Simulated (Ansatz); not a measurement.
Take KI in the rock salt structure (space group Fm-3m, No. 225; a = 7.0056 Å) as the base.

All numbers come from PBEsol, PAW, 420 eV (Ansatz, an electronic-structure program; scalar-relativistic without spin-orbit coupling).

Before the change:

```
Quantity             Value
-------------  -----------
Gap character  direct at Γ
Band gap           3.87 eV
Pressure          0.01 GPa
```

The change: an isotropic linear strain of +0.50 %; the atoms relax in the strained cell.

**Question.** What happens to the energy relative to the base?

**Answer.** The energy rises by 0.3 meV/atom.

**Question.** What does the calculation give for the gap character after the change?

**Answer.** The gap character remains direct at Γ.

**Question.** What happens to the band gap?

**Answer.** The band gap shrinks by 0.03 eV to 3.84 eV.

**Question.** What happens to the pressure?

**Answer.** The pressure drops by 0.18 GPa, from 0.01 GPa to -0.17 GPa.

Spin-orbit coupling, missing from the scalar runs, can matter with I. No phonon test of stability was made.
